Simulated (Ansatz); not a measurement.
One-dimensional RbBr body, 8 atoms a period

Levels: PBE (plane waves to 420 eV, PAW; Ansatz, a program for electronic structure); Ansatz with PBE with spin-orbit coupling; r2SCAN (plane waves to 500 eV, PAW; Ansatz); HSE06 (Ansatz). Unmarked values and the geometry are of the first. Mesh 1×1×46. No spin polarisation. Isolated but for its images some 11 Å away. A hypothetical model. Symmetry and one short period hold its shape; lower forms weren't sought. Values not marked SOC lack spin–orbit coupling. HSE06 ran on a 1×1×3 mesh and at PBE's edge points. Buckling under compression is shut out by symmetry and the short period.

| Quantity | Value |
|---|---|
| period along the axis (8 atoms) | 6.733 Å |
| largest distance between nuclei across the axis | 4.92 Å |
| PBE gap | 4.34 eV, direct at Γ |
| electron mass along the axis (PBE) | 0.58 mₑ |
| hole mass along the axis (PBE) | 0.84 mₑ |
| valence and conduction edges under the vacuum level (PBE) | 5.76 and 1.42 eV |
| PBE+SOC gap at this geometry | 4.21 eV |
| r2SCAN gap at this geometry | 5.14 eV |
| HSE06 gap at this geometry | 5.38 eV |
| axial stiffness dF/dε | 22 nN |

```yaml
crystal:
  lattice:
    - [14.50000, 0.00000, 0.00000]
    - [0.00000, 14.50000, 0.00000]
    - [0.00000, 0.00000, 6.73251]
  atoms:
    - { symbol: Rb, position: [0.38534, 0.38534, 0.00000] }
    - { symbol: Br, position: [0.38009, 0.38009, 0.50000] }
    - { symbol: Br, position: [0.38009, 0.61991, 0.00000] }
    - { symbol: Rb, position: [0.38534, 0.61466, 0.50000] }
    - { symbol: Br, position: [0.61991, 0.38009, 0.00000] }
    - { symbol: Rb, position: [0.61466, 0.38534, 0.50000] }
    - { symbol: Rb, position: [0.61466, 0.61466, 0.00000] }
    - { symbol: Br, position: [0.61991, 0.61991, 0.50000] }
```
